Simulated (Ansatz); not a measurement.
An Ansatz (a first-principles code) run: hypothetical diamond B with a change (pressure −1 GPa); PBEsol/PAW in Ansatz, without spin-orbit coupling.

Input:

Ansatz 0.2 input:
```yaml
crystal:
  lattice:
    - [0, 2.016182003, 2.016182003]
    - [2.016182003, 0, 2.016182003]
    - [2.016182003, 2.016182003, 0]
  atoms:
    - { symbol: B, position: [0.25, 0.25, 0.25] }
    - { symbol: B, position: [0, 0, 0] }
basis: { ecutwfc: 420, ecutrho_ratio: 4, xc_grid: 2, fft_grid_basis: typed }
kpoints: { mp_grid: { grid: [20, 20, 20] } }
hamiltonian:
  xc: pbesol
  dispersion: none
  pseudopotentials: { kind: paw }
scf: { occupations: { method: fermi_dirac, width: 0.05 } }
relax: { f_tol: 0.01, max_steps: 60, cell: { stress_tol: 0.02, p_target: -1.0 } }
output: { forces: true, stress: true }
checkpoint: { write: state.ck, write_every: 1000 }
```

Output (explanatory and most iteration lines left out):

```
Relaxation: its limit of steps is 60 (relax.max_steps)
Pseudopotential: B, paw, valence charge 3
Crystal: 2 atoms, lattice volume = 16.392 Å³
Basis set: ecut = 420 eV, 331 PW (Γ), exchange–correlation on 40×40×40 points (8 copies of the dense FFT grid, shifted against one another)
Bands: 7, of which v1, the nominal top of the filled ones, is band 3 counted from 1 (2 counted from 0)
Symmetry: 48 space group operations
Space group: Fd-3m (ITA 227), of the structure as read, at distance tolerance 2.5e-5 Å
k-points: 256 of 8000
Functional: x = pbesol(κ = 0.804, μ = 0.12345679012345678), c = pbesol(β = 0.046)
SCF iter   1: F=—  HF=-303.389985 eV  |F-HF|=—  |Δ(HF+E_count)|=         —  Δρ=2.76e-3  dr2=1.32e-3  ethr=1.77e-3  ⟨swp⟩=4.6  Hψ=12052  notcnv=0
SCF iter   2: F=—  HF=-303.389451 eV  |F-HF|=—  |Δ(HF+E_count)|=   5.34e-4  Δρ=1.03e-3  dr2=1.71e-4  ethr=2.20e-5  ⟨swp⟩=1.3  Hψ=3949  notcnv=0
SCF 1 converged in 6 iterations: F = -303.389433 eV  dr2 = 3.22e-13
relax step   1: F+E_penalty+E_count = -303.38943314 eV  Δ(F+E_penalty+E_count) = +0.000e0 eV  max|allowed force component| = 9.252e-18 eV/Å  Δτ_max = 0.0000 Å  P = -0.009 GPa  Ω = 16.392 Å³  (6 SCF iters, dr2 threshold 1.00e-7 eV, accepted)
[... steps on the carried basis left out ...]
relax step   4: F+E_penalty+E_count = -303.38916281 eV  Δ(F+E_penalty+E_count) = -1.612e-4 eV  max|allowed force component| = 3.469e-17 eV/Å  Δτ_max = 0.0000 Å  P = -0.984 GPa  Ω = 16.480 Å³  stress off target by 1.58e-2 GPa  SCF on the basis re-selected at this cell (its energy is not comparable with the rows above)  (3 SCF iters)
SCF converged after 3 iterations
Free energy (F): -303.389163 eV
Internal energy: -303.381554 eV  (E = F + TS)
E sigma→0 (E₀):  -303.385359 eV
Entropy (-TS):   -0.007608 eV (-3.804 meV/atom)
Fermi energy:    6.579542 eV
--- Forces (eV/Å), atoms counted from 1 ---
  atom   1  B      0.00000000    -0.00000000    -0.00000000
  atom   2  B      0.00000000     0.00000000     0.00000000
--- Stress (GPa, compression-positive) ---
       -0.984229       0.000000       0.000000
        0.000000      -0.984229       0.000000
        0.000000       0.000000      -0.984229
  P = ⅓ Tr σ = -0.9842 GPa (-9.842 kbar)
--- Relaxed structure (3 steps of the walk, 3 accepted, 1 SCFs on fresh bases) ---
  cell:  # Å, volume = 16.4802 Å³
    - [-1.1464587074015077e-33, 2.019809445760163, 2.019809445760163]
    - [2.019809445760163, -1.9601259289045224e-33, 2.019809445760163]
    - [2.019809445760163, 2.019809445760163, 7.6271350117405856e-34]
  atoms:
    - { symbol: B, position: [0.25, 0.25, 0.25] }
    - { symbol: B, position: [7.562286227324099e-35, -7.562286227324099e-35, -5.970225968940079e-35] }
```

Load acts through the strain it causes; cell and atoms are relaxed under it. Whether these cells are dynamically stable was not tested. The cell was made from B in the diamond structure (space group Fd-3m, No. 227; a hypothetical phase, not in the database extracts checked) by this change: pressure −1 GPa.
